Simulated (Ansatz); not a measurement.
The starting structures come from a database of crystals and need not be the phases stable at ambient conditions.

 Where the default PAW files enter, the runs use the earlier of Ansatz's two default sets.

Inside the gap of an insulator the Bloch states are evanescent, with a wavenumber k + iκ along the transport direction.

Given:

```xyz
4
Lattice="4.2117 0.0000 0.0000 -2.1058 3.6474 0.0000 0.0000 0.0000 6.8677" Properties=species:S:1:pos:R:3 pbc="T T T"
Cd     0.0000     0.0000     3.3668
Cd     0.0000     2.4316     0.0662
Se     0.0000     2.4316     4.2975
S      0.0000     0.0000     0.8405
```

Space group of this cell: P3m1. The cell is strained (all lengths scaled by 0.98); by r2SCAN its mean pressure is 1.6 GPa.

Transport runs along the normal of the first two printed cell vectors, the (001) plane of the conventional cell.

The gap is the functional's own, uncorrected, and κ follows it; spin-orbit coupling is left out. Mid-gap values are interpolated between the computed energies.

Question: Compute, with r2SCAN run with Ansatz (a quantum-chemistry and plane-wave program), the band gap and the smallest decay constant κ at mid-gap.

Answer: Gap 1.29 eV on a 12×12×6 mesh; κ = 0.106 1/Å, at the zone centre.
